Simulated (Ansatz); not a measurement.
Data:

```yaml
crystal:
  lattice:
    - [3.13447, 0.00000, 0.00000]
    - [-1.56723, 2.71453, 0.00000]
    - [0.00000, 0.00000, 5.36515]
  atoms:
    - { symbol: Zn, position: [0.33333, 0.66667, 0.00559] }
    - { symbol: Zn, position: [0.66667, 0.33333, 0.50559] }
    - { symbol: O, position: [0.33333, 0.66667, 0.36941] }
    - { symbol: O, position: [0.66667, 0.33333, 0.86941] }
```

Method: PBE with spin-orbit coupling, rigid bands (plane waves, PAW; Ansatz, a first-principles code). Condition of this run: biaxial stress in the c plane of 6.6 GPa (compression positive) (the target of the relaxation). Geometry: cell and atoms relaxed with PBEsol, then loaded as said.

Question: Predict the electron conductivity mass (n e² τ/σ) at 300 K, by direction if it differs.

Answer: 0.171 (x), 0.171 (y), 0.156 (z) mₑ.

Question: Predict the hole conductivity mass (n e² τ/σ) at 300 K, by direction if it differs.

Answer: 1.95 (x), 1.95 (y), 2.6 (z) mₑ.

Question: And the band gap?

Answer: 0.74 eV at this level; semilocal functionals usually fall short of the measured gap.

Rigid bands, one relaxation time for all states, no polarons. Geometry: cell and atoms relaxed with PBEsol.
